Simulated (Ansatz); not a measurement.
Consider CdSe in the zinc blende structure (space group F-43m, No. 216).

```yaml
crystal:
  lattice:
    - [0.00000, 3.00374, 3.00374]
    - [3.00374, 0.00000, 3.00374]
    - [3.00374, 3.00374, 0.00000]
  atoms:
    - { symbol: Cd, position: [0.00000, 0.00000, 0.00000] }
    - { symbol: Se, position: [0.25000, 0.25000, 0.25000] }
```

Cartesian axes are those of the cell as printed.

Computed with Ansatz (a program for electronic structure), LDA, PAW, cutoff 420 eV, spin-orbit coupling left out.

Strains are applied to the cell and any free atomic positions relax; under biaxial strain the out-of-plane vector relaxes too.

One change was made to it. Results:

The volume per atom drops by 0.12 Å³, from 27.10 Å³ to 26.98 Å³; the energy hardly moves; the pressure (mean of the normal stresses, compression positive) goes from zero to 0.26 GPa.

Task: Which of these changes matches the shifts?
A. biaxial strain −0.42 %, plane normal [111], relaxed out of plane
B. biaxial strain +2.50 %, plane normal [111], relaxed out of plane
C. biaxial strain −1.67 %, plane normal [111], relaxed out of plane
D. biaxial strain −1.25 %, plane normal [111], relaxed out of plane

Result: A, biaxial strain −0.42 %, plane normal [111], relaxed out of plane. For comparison, the energy relative to the base in the other runs: biaxial strain −1.25 %, plane normal [111], relaxed out of plane gives +2.5 meV/atom; biaxial strain +2.50 %, plane normal [111], relaxed out of plane gives +9.6 meV/atom; biaxial strain −1.67 %, plane normal [111], relaxed out of plane gives +4.4 meV/atom.

No phonon test of stability was made.
